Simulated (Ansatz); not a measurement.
Take WS2 in the 2H-MoS2 type structure (space group P6_3/mmc, No. 194; layered, stacked along the Cartesian z axis) as the base.

```
CELL_PARAMETERS angstrom
      3.16997     0.00000     0.00000
     -1.58498     2.74527     0.00000
      0.00000     0.00000    12.49180
ATOMIC_POSITIONS crystal
  W  0.33333 0.66667 0.25000
  W  0.66667 0.33333 0.75000
  S  0.33333 0.66667 0.62490
  S  0.66667 0.33333 0.12490
  S  0.66667 0.33333 0.37510
  S  0.33333 0.66667 0.87510
```

Level of theory: r2SCAN+rVV10 (Ansatz, a first-principles code, PAW, no spin-orbit coupling).

Before the change:

The hole mass is 0.74 mₑ along c, 0.62 mₑ across (at Γ), the band gap is 1.13 eV and the smallest direct gap is 1.90 eV. The gap character is indirect, Γ → K–Γ (47 % along).

The change: an isotropic linear strain of +2.20 %; the atoms relax in the strained cell.

Task: Predict the new hole mass.

Result: The hole mass becomes 0.83 mₑ along c, 0.59 mₑ across (at Γ) (base: 0.74 mₑ along c, 0.62 mₑ across (at Γ)).

Task: What does the calculation give for the largest internal atomic displacement after the change?

Result: The largest internal atomic displacement is 0.055 Å.

Task: How does this affect the band gap?

Result: The band gap drops by 0.23 eV (1.13 eV → 0.90 eV).

Task: How does this affect the smallest direct gap?

Result: The smallest direct gap drops by 0.26 eV (1.90 eV → 1.64 eV).

Task: What does the calculation give for the gap character after the change?

Result: The gap character becomes indirect, Γ → K (base: indirect, Γ → K–Γ (47 % along)).

With W present, leaving out spin-orbit coupling can change the band edges. Masses are band curvatures over ±0.01 Å⁻¹ around the edge. Stability against distortions was not tested.
